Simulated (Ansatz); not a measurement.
Input:

End structure of the (210) surface of germanium, no caps (bottom of the slab: built like the top, H on every dangling bond, free):

```xyz
21
Lattice="5.7600 0.0000 0.0000 -2.8800 6.4399 0.0000 0.0000 0.0000 28.0000" Properties=species:S:1:pos:R:3 pbc="T T T"
Ge     0.1544     0.1635     9.5045
Ge     4.3238     1.9031    10.2065
Ge    -0.0609     3.8338    10.8555
Ge    -1.4455     5.7928    11.4532
Ge     2.8734     1.2662    12.1010
Ge     1.4378     3.2104    12.7294
Ge     2.8692     5.1490    13.3663
Ge     4.3200     0.6440    14.0183
Ge     0.0000     2.5760    14.6623
Ge    -1.4400     4.5079    15.3063
Ge     2.9008    -0.0117    15.9344
Ge     1.4098     1.8876    16.6051
Ge     2.8754     3.8114    17.2786
Ge     1.3603     5.7777    17.9416
Ge     0.2561     1.0484    18.6879
Ge    -0.8969     3.4453    18.8361
Ge    -0.4635     5.7250    19.8174
H      2.3396     5.4456     8.7502
H      1.1610     0.8191     8.5230
H      3.4397     2.3070     8.9914
H      0.8131     4.1981     9.6200
```

Model: 21-atom slab, 11.6 Å thick at the start with caps and adatoms (thin: gaps and levels are the slab's own), 6x5x1 mesh, Fermi-Dirac 0.025 eV, dipole correction, single point; no symmetry held, on the structure that PBE left; no spin, no spin-orbit, no U. In PBE it is, or lies within 0.01 eV a 1x1 cell of, the lowest of the 2 structures of its composition computed so far; larger cells were not tried.

Question: Give the gap of the slab on its k-mesh at the level r2SCAN, at the PBE geometry run with Ansatz (an electronic-structure program).

Answer: 0.37 eV

Question: Predict the highest filled level below the top vacuum level from r2SCAN, at the PBE geometry.

Answer: 4.59 eV
